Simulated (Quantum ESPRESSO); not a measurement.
Troubleshooting Quantum ESPRESSO: a failed run on Nb2NiS4 (P-3m1, 7 atoms in the cell). The aim is a self-consistent single point with DFT, PBEsol, plane waves, GBRV 1.5 ultrasoft (PBESOL) pseudopotentials.

Cell that was meant: a = 3.4674 Å, b = 3.4673 Å, c = 13.1998 Å, α = 90.00°, β = 90.00°, γ = 120.00°.

Part of the input:

```fortran
S     0.6666666667    0.3333333333    0.3713600000
K_POINTS {automatic}
6 6 2  0 0 0
```

Output, abridged:

```
 %%%%%%%%%%%%%%%%%%%%%%%%%%%%%%%%%%%%%%%%%%%%%%%%%%%%%%%%%%%%%%%%%%%%%%%%%%%%%%
     Error in routine cell_base_init (1):
     ibrav=0: must read cell parameters
 %%%%%%%%%%%%%%%%%%%%%%%%%%%%%%%%%%%%%%%%%%%%%%%%%%%%%%%%%%%%%%%%%%%%%%%%%%%%%%

     stopping ...
```

Question: From the messages shown, name the fault and mend the input.

Answer: The fault is no cell vectors for a free lattice. A free lattice needs its vectors. To fix it, add the cell. The program stopped before any SCF iteration.

The sound input it was made from differs as follows (other fixes are possible):
```diff
+CELL_PARAMETERS {angstrom}
+   3.4673498939     0.0000000000     0.0000000000
+  -1.7336749469     3.0028130919     0.0000000000
+   0.0000000000     0.0000000000    13.1998300000
```

With that input, the run converged in 32 iterations: free energy E − TS -9187.6642 eV; Fermi level (on the code's own zero) 9.56 eV; pressure -5.46 GPa; largest force (vector length) 0.286 eV/Å (DFT, PBEsol, plane waves, GBRV 1.5 ultrasoft (PBESOL) pseudopotentials).

On the sound input: the starting cell comes from a database of computed structures (which also holds hypothetical and non-ambient phases and stackings), without a prior relaxation at this level. Spin polarisation is off, so a magnetic state, if there is one, cannot be reached. With a pressure of about -5 GPa the cell is away from its equilibrium volume at this level.
